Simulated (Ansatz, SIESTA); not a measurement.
Code comparison for LaNi2 (P1, 6 atoms in the cell)

Self-consistent single point, at a second geometry (atoms moved at random). First geometry:

```
CELL_PARAMETERS angstrom
      0.00000     3.65314     3.65314
      3.65314     0.00000     3.65314
      3.65314     3.65314     0.00000
ATOMIC_POSITIONS crystal
  La 0.75000 0.75000 0.75000
  La 0.50000 0.50000 0.50000
  Ni 0.12500 0.12500 0.62500
  Ni 0.12500 0.62500 0.12500
  Ni 0.12500 0.12500 0.12500
  Ni 0.62500 0.12500 0.12500
```

Second geometry:
```
CELL_PARAMETERS angstrom
      0.00000     3.65314     3.65314
      3.65314     0.00000     3.65314
      3.65314     3.65314     0.00000
ATOMIC_POSITIONS crystal
  La 0.75930 0.74020 0.75274
  La 0.50218 0.49630 0.50297
  Ni 0.11792 0.13550 0.61941
  Ni 0.12710 0.61741 0.12006
  Ni 0.13069 0.12934 0.12354
  Ni 0.61281 0.13124 0.13128
```

Shared settings, as Ansatz (a program for electronic structure) writes them: kpoints.mp_grid.grid = 8 8 8; scf.occupations.method = gaussian; scf.occupations.width = 0.272 eV. Potentials and cutoffs stand in the table.

```tsv
code	model	ΔF from the first geometry (meV/atom)	pressure (GPa)	largest force (eV/Å)	cutoff
Ansatz	PBEsol, PAW files made with PBE	7.3	-2.99	0.468	default
SIESTA	GGA PBEsol, numerical atomic orbitals TZP, PseudoDojo PBEsol standard norm-conserving potentials (rewritten from UPF to PSML)	8.3	1.46	0.484	grid 350 Ry
```

Size of the force on each atom (eV/Å): Sizes of forces hide their directions.

```json
[
 {"code": "Ansatz", "La1": "0.275", "La2": "0.087", "Ni3": "0.320", "Ni4": "0.468", "Ni5": "0.405", "Ni6": "0.378"},
 {"code": "SIESTA", "La1": "0.427", "La2": "0.130", "Ni3": "0.397", "Ni4": "0.484", "Ni5": "0.407", "Ni6": "0.378"}
]
```

On Ansatz's run: spin polarisation is off.

The spread over the programs that give each value: ΔF from the first geometry within 1.0 meV/atom; pressure within 4.45 GPa; largest force within 0.016 eV/Å.

SIESTA uses small atom-centred bases, whose incompleteness enters pressures, forces and empty levels differently from a plane-wave cutoff. Ansatz's pressure is given at a fixed set of plane waves, as the other plane-wave codes print theirs; with its correction for the finite basis it is -2.95 GPa.

The starting cell comes from a database of computed structures (which also holds hypothetical and non-ambient phases and stackings), without a prior relaxation at this level. For this run, on top of that: atoms moved at random.

Keys are those of Ansatz 0.2.
